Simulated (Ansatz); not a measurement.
ZnSe under load (space group F-43m), r2SCAN with spin-orbit coupling, rigid bands (Ansatz, an electronic-structure program). Condition of this run: hydrostatic pressure 2 GPa (the target of the relaxation). Band gap 1.87 eV, N_c = 1.22e18 cm⁻³ and N_v = 2.54e19 cm⁻³ at 300 K, conductivity masses of 0.137 mₑ (electrons) and 0.657 mₑ (holes). Take k_BT = 0.02585 eV.

**Question.** What built-in voltage has an abrupt junction with N_A = 1e17 and N_D = 1e17 cm⁻³, all dopants ionised?

**Answer.** V_bi = E_g/e − (k_BT/e) ln(N_c N_v/(N_A N_D)) = 1.87 − 0.02585 × 8.04 = 1.66 V, for the computed gap.

**Question.** What thermal injection velocity √(2k_BT/πm) limits a ballistic channel?

**Answer.** 1.45e7 cm/s for electrons and 6.64e6 cm/s for holes, a ratio of √(m_h/m_e) = 2.19, for dilute carriers.

**Question.** A film of it is 8 nm thick. Estimate the confinement energies in an infinite well.

**Answer.** ħ²π²/(2m t²) = 0.376 eV·nm²/(m/mₑ × t²) gives 42.9 meV for electrons and 8.94 meV for holes, so the gap would widen to about 1.92 eV. Finite barriers and nonparabolic bands lower this, and with several valleys or bands the heaviest mass along the normal sets the lowest level, not this average.

Rigid bands with the computed gap; masses take one relaxation time for all states.
